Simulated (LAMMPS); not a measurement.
System: a melt of Ni (fcc) with 25 % of Ni sites Al, 2048 atoms, cooled from 2140 K to 300 K at 1e+13 K/s, at zero pressure.

All values are model results, not measurements: classical MD, pair style eam/alloy, file NiAlH_jea.eam.alloy, run in LAMMPS.

### Question
Predict the first peak of g(r), Al-Al, the state found, the first peak of g(r), Al-Ni, the coordination number of Al by Ni, the coordination number of Ni by Ni.

### Answer
first peak of g(r), Al-Al: 2.71 Å, height 2.0; state found: glass; first peak of g(r), Al-Ni: 2.50 Å, height 6.2; coordination number of Al by Ni: 10.7 (counted to 3.26 Å); coordination number of Ni by Ni: 9.0 (counted to 3.26 Å).
